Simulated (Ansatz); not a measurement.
An Ansatz (a program for electronic structure) input (PBEsol (Ansatz; PAW; 420 eV plane waves; scalar-relativistic without spin-orbit coupling)):

Ansatz 0.2 input:
```yaml
crystal:
  lattice:
    - [-5.7751242948, 5.7751242948, 0]
    - [0, 0, 11.5502485896]
    - [5.7751242948, 5.7751242948, 0]
  atoms:
    - { symbol: Cs, position: [0, 0.25, 0.5] }
    - { symbol: Cs, position: [0.5, 0.75, 0] }
    - { symbol: Cs, position: [0, 0.75, 0.5] }
    - { symbol: Cs, position: [0.5, 0.25, 0] }
    - { symbol: Mo, position: [0, 0, 0] }
    - { symbol: Sn, position: [0.5, 0.5, 0.5] }
    - { symbol: I, position: [0.2515189288, 0.5, 0.7484810712] }
    - { symbol: I, position: [0.7515189288, 0, 0.2484810712] }
    - { symbol: I, position: [0.7484810712, 0.5, 0.2515189288] }
    - { symbol: I, position: [0.2484810712, 0, 0.7515189288] }
    - { symbol: I, position: [0.7484810712, 0.5, 0.7484810712] }
    - { symbol: I, position: [0.2484810712, 0, 0.2484810712] }
    - { symbol: I, position: [0.2515189288, 0.5, 0.2515189288] }
    - { symbol: I, position: [0.7515189288, 0, 0.7515189288] }
    - { symbol: I, position: [0, 0.2484810712, 0] }
    - { symbol: I, position: [0.5, 0.7484810712, 0.5] }
    - { symbol: I, position: [0, 0.7515189288, 0] }
    - { symbol: I, position: [0.5, 0.2515189288, 0.5] }
basis: { ecutwfc: 420, ecutrho_ratio: 4, xc_grid: 2, fft_grid_basis: typed }
kpoints: { mp_grid: { grid: [4, 3, 4] } }
hamiltonian:
  xc: pbesol
  dispersion: none
  pseudopotentials: { kind: paw }
scf: { occupations: { method: fermi_dirac, width: 0.05 }, convergence: { dr2_threshold: 0.0000000018 } }
relax: { f_tol: 0.02, max_steps: 45 }
output: { forces: true, stress: true }
checkpoint: { write: state.ck, write_every: 1000 }
```

Problem. Which symmetry and how many k-points will the program report, and about how many plane waves at Γ?

Solution. Space group P4/mmm (ITA 123) with 16 operations, k-points 12 of 48, and 15119 plane waves at Γ.

Problem. And the final pressure?

Solution. -0.39 GPa (compression positive).

The cell is small, so the values are those of an ordered compound at a high defect concentration; dilute-limit values will differ. The defect started on the symmetric site and kept its symmetry, so it may sit on a saddle. The final runs are not spin-polarised. The cell was made from Cs2SnI6 (space group Fm-3m, No. 225) by this change: Mo on a Sn site. The defect cell is not spin-polarised.
